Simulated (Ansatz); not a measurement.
# Li₂PdO₃ (space group C2/m, No. 12; a cell from a computed database, its experimental status unchecked)

```cif
data_Li8O12Pd4
_chemical_formula_sum 'Li8 Pd4 O12'
_space_group_name_H-M_alt 'C2/m'
_space_group_IT_number 12
_space_group_name_Hall '-C 2y'
_cell_length_a 5.11219
_cell_length_b 8.84243
_cell_length_c 5.07436
_cell_angle_alpha 90.000
_cell_angle_beta 109.663
_cell_angle_gamma 90.000
loop_
_space_group_symop_operation_xyz
  'x, y, z'
  '-x, -y, -z'
  '-x, y, -z'
  'x, -y, z'
  'x+1/2, y+1/2, z'
  '-x+1/2, -y+1/2, -z'
  '-x+1/2, y+1/2, -z'
  'x+1/2, -y+1/2, z'
loop_
_atom_site_label
_atom_site_type_symbol
_atom_site_symmetry_multiplicity
_atom_site_Wyckoff_symbol
_atom_site_fract_x
_atom_site_fract_y
_atom_site_fract_z
_atom_site_occupancy
Li1 Li 2 d 0.00000 0.50000 0.50000 1
Li2 Li 4 h 0.50000 0.33645 0.50000 1
Li3 Li 2 a 0.00000 0.00000 0.00000 1
Pd1 Pd 4 g 0.00000 0.33327 0.00000 1
O1 O 4 i 0.23164 0.50000 0.23679 1
O2 O 8 j 0.25156 0.17373 0.23407 1
```
(The calculation used a cell of 12 atoms; values per cell refer to that cell.)

All numbers come from Kohn–Sham DFT with the r2SCAN functional, run in Ansatz (a quantum-chemistry and plane-wave program) with PAW and 500 eV plane waves, no spin-orbit coupling, earlier PAW set. Γ-centred 6×6×6 mesh, Fermi–Dirac width 0.05 eV.

```yaml
volume_per_atom: 9.00 Å³
density: 5.18 g/cm³
band_gap: "1.89 eV (uncertain: the edges found on the path are not clean extrema)"
total_energy: -1517.104 eV/atom (σ→0; compares only within this code and set-up)
```

Whether these cells are dynamically stable was not tested.
